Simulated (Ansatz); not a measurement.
The starting structures come from a database of crystals and need not be the phases stable at ambient conditions.

By PBEsol, the system below comes out a metal.

A figure of merit of an interconnect metal is its ballistic conductance per area.

Here is the system:

```
CELL_PARAMETERS angstrom
      2.69174     0.00000     0.00000
     -1.34587     2.33112     0.00000
      0.00000     0.00000     8.79807
ATOMIC_POSITIONS crystal
  Rh 0.00000 0.00000 0.00000
  Rh 0.00000 0.00000 0.50000
  Rh 0.33333 0.66667 0.25000
  Rh 0.66667 0.33333 0.75000
```

Space group of this cell: P6_3/mmc. The cell is taken as given; by PBEsol its mean pressure is -5.6 GPa.

The current flows along the normal of the first two printed cell vectors, the (001) plane of the conventional cell. No spin-orbit coupling; the value is a mean over 0.1 eV about the Fermi level.

Question: Compute, with PBEsol in Ansatz (a quantum-chemistry and plane-wave program), the ballistic conductance per area.

Answer: 2.0 × 10¹⁵ S/m² for both spins.
